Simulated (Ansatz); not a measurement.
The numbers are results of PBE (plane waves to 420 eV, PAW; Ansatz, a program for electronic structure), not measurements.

Electrostatic potential energy of an electron, averaged over planes parallel to the surface, in eV from the highest filled level, for a constructed model of the (000-1) surface of 4H silicon carbide, C-terminated, (√3x√3)R30° Ga adatom at T4 (bottom of the slab: 3 H on 3 bottom sites):

(z (Å), V (eV)): (3.79, 5.77); (4.08, 5.77); (4.38, 5.77); (4.67, 5.77); (4.96, 5.77); (5.25, 5.77); (5.54, 5.76); (5.83, 5.76); (6.12, 5.76); (6.42, 5.75); (6.71, 5.72); (7.00, 5.66); (7.29, 5.51); (7.58, 5.12); (7.88, 4.10); (8.17, 2.02); (8.46, 2.19); (8.75, 1.65); (9.04, -2.25); (9.33, -8.32); (9.62, -12.61); (9.92, -14.82); (10.21, -14.45); (10.50, -9.43); (10.79, -2.80); (11.08, 0.97); (11.38, 0.06); (11.67, -4.58); (11.96, -10.25); (12.25, -13.61); (12.54, -15.29); (12.83, -13.35); (13.12, -7.19); (13.42, -0.99); (13.71, 1.02); (14.00, -1.07); (14.29, -6.59); (14.58, -11.79); (14.88, -14.67); (15.17, -15.25); (15.46, -11.50); (15.75, -5.04); (16.04, 0.02); (16.33, 0.66); (16.62, -2.28); (16.92, -7.16); (17.21, -11.46); (17.50, -14.38); (17.79, -14.97); (18.08, -10.68); (18.38, -3.62); (18.67, 0.41); (18.96, 1.20); (19.25, 1.22); (19.54, 1.28); (19.83, 1.74); (20.12, 2.73); (20.42, 3.62); (20.71, 4.02); (21.00, 4.20); (21.29, 4.29); (21.58, 4.33); (21.88, 4.35); (22.17, 4.36); (22.46, 4.36); (22.75, 4.36); (23.04, 4.36); (23.33, 4.36); (23.62, 4.36)

Slab: 28 atoms, 11.5 Å thick at the start with caps and adatoms (thin: gaps and levels are the slab's own); k 6x6x1, smearing 0.025 eV, dipole-corrected; 6 atoms held, the rest relaxed; start symmetry kept, larger cells not searched; no spin, no spin-orbit, no U. In PBE it lies 0.17 eV a 1x1 cell over the lowest computed structure of the same composition ((√3x√3)R30° Ga adatom at H3).

Task: The surface cell has an area of 24.87 Å². What dipole along the normal does the step between the two vacuum levels imply?

Result: the top vacuum level lies 1.40 eV below the bottom one; p = −ε₀ A ΔV (ε₀ = 0.005526 e/(V·Å)) gives 0.19 e·Å a cell.
